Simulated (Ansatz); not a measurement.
## ZnInGaO4: Ga → Nb

Consider ZnInGaO4 (space group R3m, No. 160; a = 3.311 Å, c = 25.762 Å (hexagonal axes)).

Perturbation: every Ga is replaced by Nb, then cell and atoms are relaxed.

Method: r2SCAN (Ansatz, a quantum-chemistry and plane-wave program), no spin-orbit coupling, earlier PAW set. Settings: 16×16×16 k-points, 0.05 eV Fermi–Dirac smearing, for the changed cell.

```
quantity                                base        changed         shift
-----------------------------  -------------  -------------  ------------
volume per atom                     11.65 Å³       12.76 Å³      +1.11 Å³
density                           6.39 g/cm³     6.27 g/cm³  -0.126 g/cm³
lattice parameter a                  3.311 Å        3.399 Å      +0.088 Å
c/a ratio                              7.781          7.881        +0.100
space group                    R3m (No. 160)  R3m (No. 160)             –
shortest interatomic distance        1.912 Å        1.952 Å     +0.0407 Å
band gap                             1.77 eV           zero             –
```

Stability against distortions was not tested. As relaxed here, NbZnInO4 is a hypothetical phase, not in the database extracts checked. No Hubbard U is applied, and correlation can decide whether such a compound is a metal. The final runs are not spin-polarised.
